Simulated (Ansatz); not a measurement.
Consider Ti in the hcp (Mg type) structure (space group P6_3/mmc, No. 194; a = 2.8644 Å, c = 4.5373 Å; relaxed with 0.1 eV smearing). Axes: x lies along a and z along c of the hexagonal cell.

Method: Kohn–Sham DFT with the LDA functional, run in Ansatz (a quantum-chemistry and plane-wave program) with PAW and 420 eV plane waves, spin-orbit coupling left out.

Perturbation: the cell is compressed by 1.50 % along x with no lateral relaxation, atoms relaxed at fixed cell.

Question: How does this affect the energy relative to the base and stress?

Answer: The energy rises by 2.0 meV/atom; the stress (xx, yy, zz, yz, xz, xy; compression positive) comes out as (2.7, 1.7, 1.4, 0.0, 0.0, 0.0) GPa.

The cells carry an imposed strain or load. No phonon test of stability was made. All final runs are without spin polarisation.
